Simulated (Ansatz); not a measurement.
Structures of equal composition on the (0001) surface of hcp Ti: a layer of Au in place of the second plane; a layer of Au in place of the third plane. The slabs share one bottom face, and each structure is named by its start. These are constructed structures in small cells; real faces may alloy, dewet or reconstruct in larger ones, and not all known structures of the face are among them. Slabs of about 12 Å with all that they carry, Fermi-Dirac smearing of 0.1 eV. Bottom of the slabs: a bare face, its two planes held. Relaxed from the named starts with such symmetry as they have, on meshes of like density; energies extrapolated to zero smearing; no spin-orbit coupling, no U. Spin-polarised runs, if any, are marked in brackets, and their order is one that fits the cell; the others ran without spin.

The numbers are results of PBE (plane waves to 420 eV, PAW; Ansatz, a program for electronic structure), not measurements.

### Question
Put the candidates in order of energy per 1x1 cell, lowest first, for PBE.

### Answer
a layer of Au in place of the third plane (0.000 eV), a layer of Au in place of the second plane (0.230 eV)
